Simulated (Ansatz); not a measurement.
Rh under load (space group Fm-3m): band-structure transport figures

Here is the system:

```
CELL_PARAMETERS angstrom
      0.00000     1.86144     1.86144
      1.86144     0.00000     1.86144
      1.86144     1.86144     0.00000
ATOMIC_POSITIONS crystal
  Rh 0.00000 0.00000 0.00000
```

Calculation: PBEsol with spin-orbit coupling, rigid bands (plane waves, PAW; Ansatz, a first-principles code). Condition of this run: hydrostatic pressure 15 GPa with spin-orbit coupling (the target of the relaxation). Geometry: cell and atoms relaxed with PBEsol, then loaded as said.

The density of states at the Fermi level is 1.14 states/(eV·cell), both spins, the bare Sommerfeld coefficient is 2.7 mJ/(mol of atoms·K²) and the drude plasma energy is 10.4 eV. The root-mean-square Fermi velocity is 6.9e5 m/s and the resistivity times τ is 4.5 ×10⁻²² Ω·m·s. The resistivity times mean free path is 3.2 ×10⁻¹⁶ Ω·m².

A metal at this level (no band gap); rigid bands, thermally averaged at 300 K, both spins. τ is one relaxation time for all states; the product of resistivity and mean free path takes one path for all states instead.
